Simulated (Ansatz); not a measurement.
# fcc Rh (1 1 1) on zinc-blende InSb (1 1 1) (film strained to the substrate, started from cuts of the bulks and a machine-learned relaxation; slabs In4Sb4 and Rh15, which can lie off the formulas)

A periodic stack without vacuum, fcc Rh (1 1 1) on zinc-blende InSb (1 1 1) (film strained to the substrate, started from cuts of the bulks and a machine-learned relaxation; slabs In4Sb4 and Rh15, which can lie off the formulas): substrate slab In4Sb4, film Rh15, surface cells [[0, -1], [1, -1]] and [[1, -2], [2, -1]], film strained by +0.1 and +0.1 %, outermost planes In/Sb and Rh/Rh as cut, which need not be the usual terminations and can put a slab off its formula.

The start was prepared with a machine-learned potential, and the result is one local minimum, with the in-plane cell held and forces under 0.04 eV/Å; the film can end far from its bulk form.

All values below come from PBE (plane waves to 420 eV, PAW; Ansatz, an electronic-structure program). Scalar-relativistic, without spin–orbit coupling; the runs are not spin-polarised. Its k-point mesh 8×8×1, Fermi–Dirac width 0.05 eV.

- interface area = 19.1 Å²
- period = 25.70 Å
- heights between the nearest atoms of the two slabs at the two interfaces = 2.15 and 2.09 Å
- Rh–Sb contacts across the interfaces within 1.22 times the sum of covalent radii = 6, mean 2.66 Å
- In–Rh contacts across the interfaces within 1.22 times the sum of covalent radii = 3, mean 3.37 Å

```
CELL_PARAMETERS angstrom
      4.69339     0.00011    -0.01887
      2.34719     4.06291     0.11800
      0.87802     0.43018    25.72673
ATOMIC_POSITIONS crystal
  In 0.42686 0.04137 0.07315
  In 0.43007 0.99246 0.18674
  In 0.75527 0.28392 0.33652
  In 0.09270 0.56266 0.48880
  Sb 0.76024 0.38575 0.03816
  Sb 0.76247 0.31466 0.22394
  Sb 0.08819 0.60573 0.37432
  Sb 0.42624 0.88380 0.53025
  Rh 0.42766 0.19291 0.61376
  Rh 0.76459 0.51627 0.61389
  Rh 0.08795 0.85503 0.61407
  Rh 0.09279 0.49467 0.69984
  Rh 0.42630 0.82851 0.69947
  Rh 0.75941 0.16158 0.69979
  Rh 0.75821 0.80177 0.78516
  Rh 0.09177 0.13532 0.78514
  Rh 0.42557 0.46992 0.78509
  Rh 0.42418 0.11071 0.87012
  Rh 0.75732 0.44355 0.87099
  Rh 0.09076 0.77674 0.87078
  Rh 0.09905 0.41665 0.95639
  Rh 0.41579 0.75747 0.95701
  Rh 0.75672 0.07393 0.95645
```
